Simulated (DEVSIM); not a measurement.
**abrupt GaAs n-p junction**

Device: abrupt GaAs n-p junction, at 300 K.

| layer (left to right) | material | thickness (μm) | Nd (cm⁻³) | Na (cm⁻³) | τn (s) | τp (s) |
|---|---|---|---|---|---|---|
| 1 | GaAs | 8.80 | 6.1e15 | - | 2.9e-8 | 8.7e-7 |
| 2 | GaAs | 2.10 | - | 1.6e15 | 2.9e-8 | 2.9e-8 |

Left contact: ohmic. Right contact: ohmic. Voltage is applied to the left contact. Recombination: SRH at mid-gap. Mobility is μmin + (μ − μmin)/(1 + (N/Nref)^α).

The device is made up for the run: typed textbook-type constants, with dimensions and the other settings drawn at random. Values at 300 K.

```tsv
parameter	GaAs
gap (eV)	1.424
affinity (eV)	4.07
permittivity	12.9
Nc (cm⁻³)	4.7e17
Nv (cm⁻³)	9e18
μn (cm²/Vs)	8500
μp (cm²/Vs)	400
μn,min	500
μp,min	20
Nref,n	6e16
Nref,p	1.5e17
αn	0.39
αp	0.38
```

Simulated with DEVSIM: 1D drift-diffusion, Boltzmann statistics, complete ionisation; no tunnelling, impact ionisation, image-force lowering or self-heating.

The potential step across the device at zero bias comes out as 1.088 V and the largest field in the device at zero bias is 19000 V/cm. The dark forward voltage at 1 A/cm² comes out as 0.911 V and the dark forward voltage at 100 A/cm² is 1.052 V.

Dark forward current:

```csv
V (V),J (A/cm²)
-0.05,-6.3e-11
-0.10,-2.2e-10
-0.20,-1.8e-9
-0.25,-4.9e-9
-0.35,-3.7e-8
-0.40,-1.0e-7
-0.50,-9.2e-7
-0.55,-3.2e-6
-0.60,-1.3e-5
-0.70,-0.00037
-0.75,-0.0023
-0.85,-0.10
-0.90,-0.67
-0.95,-4.3
-1.05,-96
-1.10,-240
-1.20,-730
-1.25,-1100
-1.35,-1900
-1.40,-2500
```

Small-signal capacitance in reverse bias (quasi-static):

```json
[
 {"V (V)": "0.2", "C (nF/cm²)": "9.69"},
 {"V (V)": "0.5", "C (nF/cm²)": "8.69"},
 {"V (V)": "1", "C (nF/cm²)": "7.55"},
 {"V (V)": "1.5", "C (nF/cm²)": "6.76"},
 {"V (V)": "2", "C (nF/cm²)": "6.18"},
 {"V (V)": "3", "C (nF/cm²)": "5.36"},
 {"V (V)": "4", "C (nF/cm²)": "4.80"},
 {"V (V)": "5", "C (nF/cm²)": "4.45"},
 {"V (V)": "6.5", "C (nF/cm²)": "4.23"},
 {"V (V)": "8", "C (nF/cm²)": "4.12"},
 {"V (V)": "10", "C (nF/cm²)": "4.00"}
]
```
